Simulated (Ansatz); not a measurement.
System: Hf₂N₂O (P2₁/m, No. 11, 10 atoms in the cell; start mp-776205). Method: PBE0 (Ansatz, a first-principles code, plane waves, PAW).

Run with plane-wave cutoff 460 eV, 6×6×4 k mesh (along the axes of the cell as run), Fermi–Dirac smearing 0.01 eV, scalar-relativistic PAW data made under PBE.

Cell (relaxed with PBEsol):

Space group P2₁/m (No. 11); a = 4.259 Å, b = 3.402 Å, c = 8.577 Å, α = γ = 90.00°, β = 100.67°

| atom | site | symmetry | x | y | z |
|---|---|---|---|---|---|
| Hf | 2e | m | 0.7901 | 0.2500 | 0.1060 |
| Hf | 2e | m | 0.3790 | 0.7500 | 0.3280 |
| N | 2e | m | 0.1666 | 0.2500 | 0.7503 |
| N | 2e | m | 0.2857 | 0.2500 | 0.0976 |
| O | 2e | m | 0.3117 | 0.2500 | 0.4390 |

Task: Estimate the band gap, smallest direct gap on the k points sampled and Γ–Γ gap that the calculation returns.

Result: 
- band gap = 2.91 eV
- smallest direct gap on the k points sampled = 3.45 eV
- Γ–Γ gap = 4.14 eV

Note: cell and atoms aren't relaxed at this level (largest force component 0.32 eV/Å, pressure 2.9 GPa).

Spin–orbit coupling is not included.

The computed numbers hold no vibrational or temperature effects.

A start named mp-… is a Materials Project structure, which need not be a measured phase.
